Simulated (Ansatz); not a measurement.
Consider ZrO2 (space group P4_2/nmc, No. 137; a = 3.621 Å, c = 5.284 Å).

(Cell as relaxed with PBE.)

Levels (all Ansatz, a first-principles code, PAW, earlier PAW set): PBE (420 eV, no spin-orbit coupling); PBEsol (420 eV, no spin-orbit coupling).

Each level relaxes its own structure.

```json
[
 {"base": "volume per atom", "PBE": "11.55 Å³", "PBEsol": "11.09 Å³"},
 {"base": "lattice parameter a", "PBE": "3.621 Å", "PBEsol": "3.584 Å"},
 {"base": "band gap", "PBE": "4.04 eV", "PBEsol": "4.00 eV"}
]
```

It is then changed as follows: a hydrostatic pressure of 9 GPa.

| quantity | PBE | PBEsol |
|---|---|---|
| band gap | 4.08 eV | (withheld) |
| electron mass | 2.1 mₑ along c, 0.59 mₑ across (at Γ) | (withheld) |
| volume per atom | 10.99 Å³ | (withheld) |
| smallest direct gap | 4.19 eV | (withheld) |

Given the PBE results, estimate those of PBEsol.


- band gap, PBEsol: 3.98 eV
- electron mass, PBEsol: 2.0 mₑ along c, 0.55 mₑ across (at Γ)
- volume per atom, PBEsol: 10.62 Å³
- smallest direct gap, PBEsol: 4.14 eV

PBE's band gap lies 0.10 eV above PBEsol's; PBE's volume per atom lies 0.37 Å³ above PBEsol's (3.5 %); PBE's smallest direct gap lies 0.05 eV above PBEsol's. Neither level is exact; PBEsol is the comparison here, not a measurement.

Load acts through the strain it causes; cell and atoms are relaxed under it. Effective masses come from finite differences of ±0.01 Å⁻¹. Whether these cells are dynamically stable was not tested. No other phases were tried under pressure. This is not the structure that ZrO2 has at room temperature and ambient pressure.
